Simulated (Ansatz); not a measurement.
**A computed series for TiPt3: response to strain**

The parent structure is TiPt₃ in the Cu3Au type structure (space group Pm-3m, No. 221; a = 3.8996 Å; relaxed with 0.1 eV smearing).

Strains are applied to the cell and any free atomic positions relax.

Computed with Kohn–Sham DFT with the PBEsol functional, run in Ansatz (a quantum-chemistry and plane-wave program) with PAW and 420 eV plane waves, without spin-orbit coupling.

Notes on the quantities. energy relative to the base: free energy F.

```csv
case,pressure,volume per atom,energy relative to the base
base,0.0 GPa,14.83 Å³,0 meV/atom
isotropic strain −3.00 %,30.5 GPa,13.53 Å³,+112 meV/atom
isotropic strain −2.40 %,[?],13.78 Å³,[?]
isotropic strain −1.80 %,16.6 GPa,14.04 Å³,+39 meV/atom
isotropic strain −1.20 %,10.5 GPa,14.30 Å³,+17 meV/atom
isotropic strain −0.60 %,5.0 GPa,14.56 Å³,+4.1 meV/atom
```

**Question.** What belongs in the blanks?

**Answer.** 
- isotropic strain −2.40 %, pressure: 23.2 GPa
- isotropic strain −2.40 %, energy relative to the base: +70 meV/atom

Whether these cells are dynamically stable was not tested. The final runs are not spin-polarised.
